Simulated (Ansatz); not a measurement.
The starting structures come from a database of crystals and need not be the phases stable at ambient conditions.

Input:

```xyz
2
Lattice="3.5812 0.0000 0.0000 0.0000 3.5812 0.0000 1.7906 1.7906 2.5840" Properties=species:S:1:pos:R:3 pbc="T T T"
Be     0.0000     0.0000     0.0000
Se     3.5812     1.7906     1.2920
```

The cell is strained (lengths across the current scaled by 0.98, ions clamped); by PBEsol it stands under a pressure of 1.4 GPa.

Transport runs along the normal of the first two printed cell vectors, the (001) (indices of the unstrained crystal) plane of the conventional cell.

No gap correction and no spin-orbit coupling; mid-gap is the computed energy nearest the middle.

**Question.** Estimate the band gap and the smallest decay constant κ at mid-gap that Ansatz (an electronic-structure program) with PBEsol returns for this system.

**Answer.** Gap 2.34 eV on a 12×12×12 mesh; κ = 0.231 1/Å, at the zone centre.
